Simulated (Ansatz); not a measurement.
Base system: AlRu in the CsCl type structure (space group Pm-3m, No. 221).

```cif
data_AlRu
_chemical_formula_sum 'Al1 Ru1'
_space_group_name_H-M_alt 'P 1'
_space_group_IT_number 1
_cell_length_a 2.97626
_cell_length_b 2.97626
_cell_length_c 2.97626
_cell_angle_alpha 90.000
_cell_angle_beta 90.000
_cell_angle_gamma 90.000
loop_
_space_group_symop_operation_xyz
  'x, y, z'
loop_
_atom_site_label
_atom_site_type_symbol
_atom_site_fract_x
_atom_site_fract_y
_atom_site_fract_z
_atom_site_occupancy
Al1 Al 0.00000 0.00000 0.00000 1
Ru1 Ru 0.50000 0.50000 0.50000 1
```

Calculations: PBEsol/PAW in Ansatz (a program for electronic structure), scalar-relativistic without spin-orbit coupling, earlier PAW set.

For the base:

The volume per atom comes out as 13.18 Å³. The magnetic state comes out as not spin-polarised.

Now apply this change: every Ru is replaced by Fe; the structure is relaxed again.

Tabulated Pauling electronegativity and covalent radius: Ru 2.20, 1.46 Å; Fe 1.83, 1.32 Å.

What happens to the volume per atom and magnetic state?

The volume per atom decreases by 1.67 Å³ (13.18 Å³ → 11.51 Å³); the magnetic state becomes ferromagnetic (base: not spin-polarised).

The magnetic state is the one reached from the starting moments; the real material's order can differ, and small cells can't hold many antiferromagnetic ones. No phonon test of stability was made. Spin-polarised in the final run: AlFe; the other runs are not.
